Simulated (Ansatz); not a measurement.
Start from TiC in the rock salt structure (space group Fm-3m, No. 225; relaxed with 0.1 eV smearing).

```
TiC
1.0
    0.00000     2.16392     2.16392
    2.16392     0.00000     2.16392
    2.16392     2.16392     0.00000
Ti C
1 1
Direct
  0.00000   0.00000   0.00000
  0.50000   0.50000   0.50000
```

Cartesian axes are those of the cell as printed.

Method: Ansatz (a first-principles code), r2SCAN, PAW, cutoff 500 eV, no spin-orbit coupling.

Base values:

| Quantity | Value |
|---|---|
| Shortest interatomic distance | 2.164 Å |

Modification: tensile biaxial strain of 2.08 % in the plane normal to [111], as in epitaxy on a mismatched substrate; the out-of-plane cell vector and the atoms relax.

Question: What happens to the energy relative to the base?

Answer: The energy goes up by 15 meV/atom.

Question: What happens to the ratio −ε⊥/ε∥?

Answer: The ratio −ε⊥/ε∥ is 0.53.

Question: Predict the new shortest interatomic distance.

Answer: The shortest interatomic distance goes up by 0.022 Å to 2.186 Å.

Question: Predict the new in-plane stress.

Answer: The mean in-plane stress (compression positive) comes out as -11.1 GPa.

Whether these cells are dynamically stable was not tested. The final runs are not spin-polarised.
